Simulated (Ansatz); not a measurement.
Given:

```
CELL_PARAMETERS angstrom
      3.54193     0.00000     0.00000
     -1.77097     3.18396     0.00000
      0.00000     0.00000    14.18201
ATOMIC_POSITIONS crystal
  Mo 0.33272 0.66543 0.75000
  Mo 0.66728 0.33457 0.25000
  Te 0.33647 0.67295 0.12507
  Te 0.66353 0.32705 0.62507
  Te 0.66353 0.32705 0.87493
  Te 0.33647 0.67295 0.37493
```

No spin polarisation.

Level of theory: r2SCAN+rVV10 (Ansatz, a first-principles code; PAW; 500 eV plane waves; without spin-orbit coupling), earlier PAW set. Γ-centred 11×11×3 mesh, Fermi–Dirac width 0.05 eV.

Predict the pressure (mean of the normal stresses, compression positive).

-1.95 GPa.

Estimate the valence-band top at Γ (three highest levels, from the VBM).

0.00, -0.44, -0.89 eV.

What is the computed gap character?

Indirect, Γ → Y–C₀ (86 % along).

Estimate the band gap.

0.73 eV.

Spin-orbit coupling, missing from the scalar runs, can matter with Te. The cells carry an imposed strain or load. No phonon test of stability was made. The cell was made from MoTe$_{2}$ in the 2H-MoS2 type structure (space group P6_3/mmc, No. 194; layered, stacked along the Cartesian z axis) by this change: uniaxial strain ε_yy = +3.80 %.
